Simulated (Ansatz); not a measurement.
**Se: pressure 7.5 GPa**

Consider Se (space group P3_121, No. 152; a = 4.507 Å, c = 4.989 Å; made of chains).

Modification: cell and atoms relaxed at a pressure of 7.5 GPa.

Method: r2SCAN (Ansatz, a first-principles code), no spin-orbit coupling, earlier PAW set. Γ-centred 9×9×7 mesh, Fermi–Dirac width 0.05 eV.

The volume per atom drops by 7.28 Å³, from 29.25 Å³ to 21.97 Å³ and the density rises by 1.485 g/cm³, from 4.48 g/cm³ to 5.97 g/cm³. The lattice parameter a decreases by 0.646 Å (4.507 Å → 3.861 Å) and the c/a ratio goes up by 0.216 to 1.323. The shortest interatomic distance grows by 0.038 Å to 2.411 Å and the enthalpy H = E + PV relative to the base's energy is +1.14 eV/atom. The band gap drops by 0.92 eV (1.33 eV → 0.41 eV) and the gap character goes from indirect, L → H to indirect, L–H (83 % along) → H. The smallest direct gap falls by 1.094 eV (1.55 eV → 0.45 eV) and the electron mass changes from 0.18 mₑ along c, 0.43 mₑ across (at H) to 0.083 mₑ along c, 0.074 mₑ across (at H).

Load acts through the strain it causes; cell and atoms are relaxed under it. Effective masses come from finite differences of ±0.01 Å⁻¹. No phonon test of stability was made. Competing high-pressure phases were not computed. No dispersion term is included, though the crystal is made of layers, chains or molecules, so its spacings can come out too wide.
